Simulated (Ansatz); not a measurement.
Rock-salt TaC, relaxed in Ansatz (plane waves) with several semilocal functionals. Each gives its own volume and its own elastic constant C11:

| level | V0 (Å³/atom) | elastic constant C11 (GPa) | ln V0 | ln C11 |
|---|---|---|---|---|
| LDA | 10.748 | 811.0 | 2.3747 | 6.6983 |
| PBEsol | 10.938 | 775.9 | 2.3922 | 6.6540 |
| PBE | 11.205 | 718.5 | 2.4164 | 6.5772 |
| revPBE | 11.312 | 696.6 | 2.4259 | 6.5462 |
| BLYP | 11.572 | 633.3 | 2.4486 | 6.4509 |

Task: Fit a straight line to ln C11 against ln V0. What does it predict for RPBE, whose volume is 11.352 Å³/atom?

Result: With x = ln V0 and y = ln C11: means 2.41156 and 6.58532; Σ(Δx Δy) = -0.01107, Σ(Δx²) = 0.003334, so the slope is -3.32. At x = 2.4294 the line gives y = 6.58532 + (-3.32) × (2.4294 − 2.41156) = 6.5261, or 682.7 GPa. The run with RPBE gives 688.5 GPa, +0.8 % from the line. The rows used scatter about it by up to 1.1 %, while the largest value lies 28 % above the smallest.

Measured: 550 GPa (measured, temperature not stated, not corrected to a static lattice; as tabulated in Wu et al. (2005), arXiv:cond-mat/0412374).

Ansatz's density-functional and Hartree–Fock values are scalar-relativistic unless marked +SOC, with PAW data made under PBE.

Ansatz is a quantum-chemistry and plane-wave program.
